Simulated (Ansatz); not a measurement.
Nb: stress against strain

Nb (bcc, Im-3m, 18.042 Å³/atom and stress up to 0.01 GPa in the relaxed cell) under an equal strain ε in the (001) plane with the normal axis free, as in a coherent film. r2SCAN in Ansatz, a plane-wave DFT program (PAW, default set), 500 eV, 28×28×28 Γ-centred mesh, Fermi-Dirac smearing 0.10 eV. Stress is positive for a compressed cell.

Here s stands for strain and y for stress xx.

| strain (%) | stress xx (GPa) |
|---|---|
| -3.00 | ? |
| -1.50 | 3.88 |
| -1.00 | 2.53 |
| -0.50 | 1.22 |
| 0.00 | 0.00 |
| 0.50 | -1.15 |
| 1.00 | -2.21 |
| 1.50 | -3.18 |

Taking a straight line for y over the 7 complete rows: Means: s 0, y 0.156. About the means, the sum of products is -16.515 and the sum of squares of s is 7.0000; the slope is their ratio. Least squares gives y = 0.156 - 2.3593·s. Residuals (row less fit): 0.185, 0.015, -0.116, -0.156, -0.126, -0.007, 0.203; standard error 0.161 (degrees of freedom: 5). The slope gives the biaxial elastic modulus of this plane = about 240 GPa.

Question: Predict the withheld y at s = -3.00 from the fit, and compare with the calculation.

Answer: y = 0.156 - 2.3593 × (-3.0) = 7.234 GPa. The calculation gives 8.30 GPa, 1.066 GPa above the prediction (9.3 % of the range of y in the table). The row lies outside the fitted rows, so this is an extrapolation. From the scatter of the fitted rows alone, a prediction at this place has a standard error of 0.251 GPa, so the miss is 4.2 times that.

A polynomial of degree 2 through the 12 other runs of the series gives 8.41 there, so most of the miss is curvature that the fit leaves out. In a metal these values are sensitive to mesh and smearing; energies are taken to zero smearing, stresses follow the free energy. The runs aren't spin-polarised. Rows are the converged runs of the series near zero and its far end; series whose fitted rows scatter by over a few per cent of the range, as at a crossing or softening among them, aren't shown in this form, nor equations of state whose B0' disagrees with the runs' pressures. Most that stay on the fit to the last digits aren't either.
